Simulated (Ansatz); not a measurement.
An Ansatz (a quantum-chemistry and plane-wave program) run: Al; r2SCAN, PAW, 500 eV (Ansatz; no spin-orbit coupling).

Input:

Ansatz 0.2 input:
```yaml
crystal:
  lattice:
    - [0, 1.9960072003, 1.9960072003]
    - [1.9960072003, 0, 1.9960072003]
    - [1.9960072003, 1.9960072003, 0]
  atoms:
    - { symbol: Al, position: [0, 0, 0] }
basis: { ecutwfc: 500, ecutrho_ratio: 4, xc_grid: 4, fft_grid_basis: typed }
kpoints: { mp_grid: { grid: [20, 20, 20] } }
hamiltonian:
  xc: r2scan
  dispersion: none
  pseudopotentials: { kind: paw }
scf: { occupations: { method: fermi_dirac, width: 0.05 }, convergence: { dr2_threshold: 0.0000000001 } }
output: { forces: true, stress: true }
```

Output:

```
Pseudopotentials: kind: paw
Pseudopotential: Al, paw, valence charge 3
Functional definition: r2SCAN
Crystal: 1 atoms, lattice volume = 15.904 Å³
Basis set: ecut = 500 eV, 411 PW (Γ), exchange–correlation on 96×96×96 points (64 copies of the dense FFT grid, shifted against one another)
Bands: 6, of which v1, the nominal top of the filled ones, is band 2 counted from 1 (1 counted from 0)
Symmetry: 48 space group operations
Space group: Fm-3m (ITA 225), of the structure as read, at distance tolerance 2.5e-5 Å
k-points: 256 of 8000
PAW frozen core: Al, regenerated for the run's functional
Initial density: superposition of atomic densities (neutral atoms: chi_scale 0, normalization atom), corrected by the library's trained network
Initial wavefunctions: pseudopotential atomic-orbital guess
Eigensolver: davidson
Functional: x = r2scan, c = r2scan; τ floored in thin density (d = 2e-4 eV/Å³)
SCF iter   1: F=—  HF=-540.404744 eV  |F-HF|=—  |Δ(HF+E_count)|=         —  Δρ=3.38e-3  dr2=2.03e-3  dr2_τ=4.95e-3  ethr=1.77e-3  ⟨swp⟩=4.9  Hψ=13604  notcnv=0
all-band conjugate gradients solve this SCF's bands
preconditioner: auto → none
SCF iter   2: F=—  HF=-540.412374 eV  |F-HF|=—  |Δ(HF+E_count)|=   7.63e-3  Δρ=2.34e-3  dr2=9.65e-4  dr2_τ=2.52e-6  ethr=6.77e-5  ⟨swp⟩=2.0  Hψ=5025  notcnv=0  defer=100
SCF iter   3: F=—  HF=-540.412307 eV  |F-HF|=—  |Δ(HF+E_count)|=   6.73e-5  Δρ=1.22e-3  dr2=2.51e-4  dr2_τ=6.82e-7  ethr=3.22e-5  ⟨swp⟩=1.1  Hψ=1465  notcnv=0  defer=100
SCF iter   4: F=—  HF=-540.412287 eV  |F-HF|=—  |Δ(HF+E_count)|=   1.94e-5  Δρ=4.18e-4  dr2=2.85e-5  dr2_τ=3.59e-8  ethr=8.35e-6  ⟨swp⟩=1.0  Hψ=1436  notcnv=0  defer=100
SCF iter   5: F=—  HF=-540.412286 eV  |F-HF|=—  |Δ(HF+E_count)|=   1.01e-6  Δρ=8.33e-5  dr2=1.11e-6  dr2_τ=1.30e-9  ethr=9.49e-7  ⟨swp⟩=1.0  Hψ=1436  notcnv=0  defer=100
SCF iter   6: F=—  HF=-540.412287 eV  |F-HF|=—  |Δ(HF+E_count)|=   6.11e-8  Δρ=1.03e-5  dr2=1.73e-8  dr2_τ=2.34e-11  ethr=3.70e-8  ⟨swp⟩=1.0  Hψ=1436  notcnv=0  defer=100
SCF iter   7: F=—  HF=-540.412287 eV  |F-HF|=—  |Δ(HF+E_count)|=   1.09e-7  Δρ=8.36e-7  dr2=1.14e-10  dr2_τ=1.50e-13  ethr=5.75e-10  ⟨swp⟩=1.0  Hψ=1438  notcnv=0  defer=100
SCF iter   8: F=-540.412287 eV  HF=-540.412287 eV  |F-HF|=1.14e-13  |Δ(HF+E_count)|=  3.46e-11  Δρ=4.13e-8  dr2=2.68e-13  dr2_τ=9.31e-16  ethr=3.33e-12  ⟨swp⟩=3.8  Hψ=3280  notcnv=0
SCF 1 converged in 8 iterations: F = -540.412287 eV  dr2 = 2.68e-13
SCF converged after 8 iterations
Free energy (F): -540.412287 eV
Harris-Foulkes:  -540.412287 eV  (|F-HF|=1.14e-13)
Internal energy: -540.409240 eV  (E = F + TS)
E sigma→0 (E₀):  -540.410763 eV
Entropy (-TS):   -0.003047 eV (-3.047 meV/atom)
Fermi energy:    8.410277 eV
--- Per-component energies (eV) ---
  E_band       = 10.621403
  E_kinetic    = 23.546711
  E_local      = 10.835840  (includes V_loc(G=0)·N_el)
  E_nonlocal   = 9.605481
  E_hartree    = 0.124821
  E_xc         = -36.922739
  E_vxc        = -31.429508  (∫ρ·V_xc dr)
  E_paw        = -473.117733  (= ΣΔE_a)
  E_vpaw       = -3.413681  (= ΣTr[D̂ρ^β])
  E_aug_tail   = -0.000001  (compensation charges beyond the density's cutoff)
  E_vtau       = 1.226919  (kinetic-family band-sum trace: ∫τ·v_τ [+ j·A + Jᵃ·Aᵃ] dr)
  E_ewald      = -74.421512
  E_core_change = -0.060108  (= ΣΔE_core)
  E_smearing   = -0.003047  (= −TS)
  E_closure    = 0.000000  (closes the sum)
  Σ components = -540.412287   (vs F -540.412287, Δ=0.00e0)
  [band-id]    e_kinetic+e_local+e_nonlocal+2·e_hartree+e_vxc+e_vpaw+e_augmentation_tail+e_vtau = 10.621403   (vs E_band 10.621403, Δ=-1.66e-8)
--- Forces (eV/Å), atoms counted from 1 ---
  atom   1  Al     0.00000000    -0.00000000     0.00000000
  max |Σ_I F_I| component: 2.57e-34 eV/Å
--- Stress (GPa, compression-positive) ---
       -0.000316       0.000000      -0.000000
        0.000000      -0.000316      -0.000000
        0.000000       0.000000      -0.000316
  P = ⅓ Tr σ = -0.0003 GPa (-0.003 kbar)
  The stress holds the Pulay correction. Without it, at fixed plane waves, as pw.x and ABINIT print it: P = -0.0038 GPa
  The stress includes an estimate of the error left by incomplete SCF convergence (largest component 0.0000 GPa).
--- Band table ---
  band table: none
```

Whether these cells are dynamically stable was not tested. The cell is Al in the fcc (Cu type) structure (space group Fm-3m, No. 225).
